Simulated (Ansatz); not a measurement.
# A computed series for CaPb: response to strain

Consider CaPb (space group P4/mmm, No. 123; a cell from a computed database, its experimental status unchecked).

Space group P4/mmm (No. 123); a = b = 3.5807 Å, c = 4.5879 Å, α = β = γ = 90.00°

| atom | site | symmetry | x | y | z |
|---|---|---|---|---|---|
| Ca | 1a | 4/mmm | 0.0000 | 0.0000 | 0.0000 |
| Pb | 1d | 4/mmm | 0.5000 | 0.5000 | 0.5000 |

Strains are applied to the cell and any free atomic positions relax.

Calculations: Kohn–Sham DFT with the r2SCAN functional, run in Ansatz (a first-principles code) with PAW and 500 eV plane waves, without spin-orbit coupling.

Notes on the quantities. pressure: mean of the normal stresses, compression positive.

```csv
isotropic strain (%),pressure (GPa)
-5.49,9.7
-4.75,?
-0.77,1.0
0,0.0
1.73,-1.8
```

**Question.** Fit P = P₀ − Bδ + Cδ² with δ = (1 + ε)³ − 1 to the rows shown and predict the withheld row.

**Answer.** Least squares on the printed values gives P₀ = 0.0 GPa, B = 41.1 GPa (at held cell shape), C = 136 GPa (largest residual 0.0 GPa); this predicts 8.1 GPa, and the run gives 7.9 GPa, 0.2 lower.

Whether these cells are dynamically stable was not tested.
